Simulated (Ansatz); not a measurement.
Base system: BaTiO3 (space group P4mm, No. 99; a = 3.985 Å, c = 4.201 Å).

(Cell as relaxed with PBE.)

Levels (all Ansatz, a program for electronic structure, PAW): PBE (420 eV, scalar-relativistic without spin-orbit coupling); r2SCAN (500 eV, scalar-relativistic without spin-orbit coupling).

Each level relaxes its own structure.

```tsv
base	PBE	r2SCAN
volume per atom	13.35 Å³	12.98 Å³
lattice parameter a	3.985 Å	3.972 Å
band gap	1.84 eV	2.23 eV
```

Perturbation: cell and atoms relaxed at a pressure of 1.8 GPa.

```tsv
quantity	PBE	r2SCAN
lattice parameter a	3.980 Å	3.965 Å
smallest direct gap	2.34 eV	2.65 eV
band gap	1.86 eV	2.24 eV
```

PBE's lattice parameter a lies 0.015 Å above r2SCAN's (0.4 %); PBE's smallest direct gap lies 0.31 eV below r2SCAN's; PBE's band gap lies 0.387 eV below r2SCAN's. Neither level is exact; r2SCAN is the comparison here, not a measurement.

Load acts through the strain it causes; cell and atoms are relaxed under it. Stability against distortions was not tested. All final runs are without spin polarisation.
